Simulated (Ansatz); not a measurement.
WO3 (Pm-3m, No. 221, 4 atoms in the cell; start mp-19390; a measured phase of this formula has another space group)

These are LDA in Ansatz (plane waves, PAW) values and carry that method's errors.

Run with plane-wave cutoff 520 eV, 10×10×10 k mesh, Fermi–Dirac smearing 0.01 eV, no spin polarisation, scalar-relativistic PAW data made under PBE.

Cell (relaxed at this level):

```
WO3
1.0
    3.77635     0.00000     0.00000
    0.00000     3.77635     0.00000
    0.00000     0.00000     3.77635
W O
1 3
Cartesian
  0.00000   0.00000   0.00000
  0.00000   0.00000   1.88818
  1.88818   0.00000   0.00000
  0.00000   1.88818   0.00000
```

* **band gap**: 0.56 eV
* **smallest direct gap on the k points sampled**: 1.61 eV

Spin–orbit coupling is not included.

Cost on a shared machine: about 4 core-seconds (a rough figure).

A start named mp-… is a Materials Project structure, which need not be a measured phase.

Ansatz is a first-principles code.
